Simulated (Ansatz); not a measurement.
Base system: NiSi (space group Pnma, No. 62; non-magnetic).

```xyz
8
Lattice="5.1189 0.0000 0.0000 0.0000 3.3423 0.0000 0.0000 0.0000 5.5634" Properties=species:S:1:pos:R:3 pbc="T T T"
Ni     2.5987     0.8356     3.8317
Ni     0.0393     0.8356     4.5134
Ni     2.5202     2.5067     1.7317
Ni     5.0796     2.5067     1.0500
Si     3.4748     0.8356     0.4641
Si     0.9154     0.8356     2.3176
Si     1.6441     2.5067     5.0993
Si     4.2035     2.5067     3.2458
```

Cartesian axes are those of the cell as printed.

Computed with Ansatz (a first-principles code), r2SCAN, PAW, cutoff 500 eV, no SOC.

Strains are applied to the cell and any free atomic positions relax; under biaxial strain the out-of-plane vector relaxes too.

One change was made to it. Results:

The band gap is still zero; the shortest interatomic distance falls by 0.021 Å to 2.243 Å; the pressure (mean of the normal stresses, compression positive) goes from zero to 0.2 GPa.

What was done to the base?
A) strain tensor (xx, yy, zz, yz, xz, xy) = (−1.93, +1.37, +0.60, +0.31, −1.16, +0.07) %
B) biaxial strain −1.74 %, plane normal [001], relaxed out of plane
C) biaxial strain +4.33 %, plane normal [001], relaxed out of plane
D) biaxial strain −1.17 %, plane normal [001], relaxed out of plane

A, strain tensor (xx, yy, zz, yz, xz, xy) = (−1.93, +1.37, +0.60, +0.31, −1.16, +0.07) %. For comparison, the pressure in the other runs: biaxial strain −1.74 %, plane normal [001], relaxed out of plane gives 3.7 GPa; biaxial strain −1.17 %, plane normal [001], relaxed out of plane gives 2.4 GPa; biaxial strain +4.33 %, plane normal [001], relaxed out of plane gives -7.6 GPa.

Without a gap, meshes like the base's 9×14×9 leave anisotropic stresses uncertain by several tenths of a GPa, and small strain energies with them. Whether these cells are dynamically stable was not tested. Seeded moments were not kept for the base. All final runs are without spin polarisation.
